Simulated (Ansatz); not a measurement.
Base system: CdS in the zinc blende structure (space group F-43m, No. 216; a = 5.8791 Å).

All numbers come from r2SCAN (Ansatz, an electronic-structure program), spin-orbit coupling left out, earlier PAW set.

One change was made to it. Results:

```json
[
 {"quantity": "density", "base": "4.72 g/cm³", "after": "3.64 g/cm³"},
 {"quantity": "band gap", "base": "1.54 eV", "after": "zero"}
]
```

Problem. Which of these changes matches the shifts?
A. S → Cl
B. S → Mo
C. Cd → Ag

Solution. A, S → Cl. For comparison, the density in the other runs: Cd → Ag gives 5.15 g/cm³; S → Mo gives 6.43 g/cm³.

Whether these cells are dynamically stable was not tested. As relaxed here, CdCl, AgS and CdMo are hypothetical phases, not in the database extracts checked. All final runs are without spin polarisation. An odd electron count without spin: CdCl and AgS. CdMo has a high density of states at the Fermi level and may be magnetic at this level.
